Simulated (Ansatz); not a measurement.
Os under load (space group P6_3/mmc), PBEsol, DFPT electron-phonon coupling, linearised Boltzmann equation in Ansatz (a quantum-chemistry and plane-wave program). Condition of this run: biaxial stress xx = yy = 3 GPa (compression positive) (the target of the relaxation). Phonon-limited resistivity 5.32 μΩ·cm at 300 K along z (a = (2.72, 0.00, 0.00) Å; b = (-1.36, 2.36, 0.00) Å; c = (0.00, 0.00, 4.31) Å), 7.26 μΩ·cm at 400 K, current-weighted mean free path 8.7 nm, Drude plasma energy 9.54 eV.

### Question
What Drude relaxation time do resistivity and plasma energy imply?

### Answer
ω_p = 1.45e16 s⁻¹, so τ = 1/(ε₀ ω_p² ρ) = 10.1 fs, a damping ħ/τ of 65.1 meV.

### Question
Estimate the electronic thermal conductivity at 300 K by the Wiedemann-Franz law (L₀ = 2.44×10⁻⁸ W·Ω/K²).

### Answer
L₀T/ρ = 2.44×10⁻⁸ × 300/(5.32×10⁻⁸) = 138 W/(m·K). Inelastic scattering puts the true Lorenz number somewhat under L₀ near and below the Debye temperature.

### Question
Estimate the resistivity of a 80 nm square wire with diffuse walls from ρ ≈ ρ₀(1 + 3ℓ/4d).

### Answer
1 + 0.75 × 8.7/80 = 1.08, so ρ ≈ 5.75 μΩ·cm and a line 1 μm long has 8.99 Ω. The formula is the free-electron limit for d well above ℓ; grain boundaries add to it.

A metal at this level (no band gap). Only scattering by harmonic phonons is included (no impurities, grain boundaries, electron-electron scattering or thermal expansion). Spin-orbit coupling is left out, which matters with elements this heavy. Halving the electron mesh (36x36x20) moves the resistivity by up to 1 % at 300 K, the mean free path by up to 1 %. Smearing 0.20 eV; phonons on a 6x6x3 q mesh, which this run doesn't test.
